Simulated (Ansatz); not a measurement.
# Effect of biaxial strain +0.47 %, plane normal [001], relaxed out of plane on GaN

Start from GaN in the wurtzite structure (space group P6_3mc, No. 186; a = 3.183 Å, c = 5.184 Å). Axes: x lies along a and z along c of the hexagonal cell.

It is then changed as follows: tensile biaxial strain of 0.47 % in the plane normal to [001], as in epitaxy on a mismatched substrate; the out-of-plane cell vector and the atoms relax.

The values are results of r2SCAN (Ansatz, a program for electronic structure, PAW, no spin-orbit coupling), not measurements. Settings: 12×12×7 k-points, 0.05 eV Fermi–Dirac smearing.

| quantity | base | changed | shift |
|---|---|---|---|
| volume per atom | 11.37 Å³ | 11.45 Å³ | +0.08 Å³ |
| shortest interatomic distance | 1.946 Å | 1.951 Å | +0.0058 Å |
| band gap (an upper bound: an edge found on the path is not a true extremum; the changed cell) | 2.35 eV | 2.32 eV | -0.03 eV |
| out-of-plane strain | – | -0.22 % | – |
| mean in-plane stress (compression positive) | – | -2.1 GPa | – |

Whether these cells are dynamically stable was not tested.
